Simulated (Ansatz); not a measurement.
# BP: biaxial strain −1.25 %, plane normal [111], relaxed out of plane

The reference is BP in the zinc blende structure (space group F-43m, No. 216; a = 4.520 Å). Axes: x, y, z lie along the cube axes.

One thing is altered: compressive biaxial strain of 1.25 % in the plane normal to [111], as in epitaxy on a mismatched substrate; the out-of-plane cell vector and the atoms relax.

Level of theory: PBEsol in Ansatz (plane waves to 420 eV, PAW, no spin-orbit coupling). Γ-centred 13×13×13 mesh, Fermi–Dirac width 0.05 eV.

```csv
quantity,base,changed,shift
volume per atom,11.54 Å³,11.29 Å³,-0.256 Å³
space group,F-43m (No. 216),R3m (No. 160),–
energy relative to the base (free energy F),0 meV/atom,+5.3 meV/atom,+5.3 meV/atom
"pressure (mean of the normal stresses, compression positive)",-0.01 GPa,3.98 GPa,+3.99 GPa
band gap,1.11 eV,1.02 eV,-0.097 eV
gap character,–,"indirect, Γ → F–Γ (16 % along)",–
smallest direct gap,3.38 eV,3.18 eV,-0.20 eV
"valence-band top at Γ (three highest levels, from the VBM)","0.00, 0.00, 0.00 eV","0.00, 0.00, -0.16 eV",–
out-of-plane strain,–,+0.27 %,–
ratio −ε⊥/ε∥,–,0.22,–
mean in-plane stress (compression positive),–,+6.0 GPa,–
```

Final structure (turned so that z lies along the plane normal):

```
CELL_PARAMETERS angstrom
      3.15631     0.00000     0.00000
      1.57815     2.73344     0.00000
      1.57815    -0.91115     2.61687
ATOMIC_POSITIONS crystal
  B  0.99902 0.00049 0.00146
  P  0.50098 0.24951 0.74854
```

Whether these cells are dynamically stable was not tested. k-point labels follow each cell's own Brillouin zone.

Ansatz is a quantum-chemistry and plane-wave program.
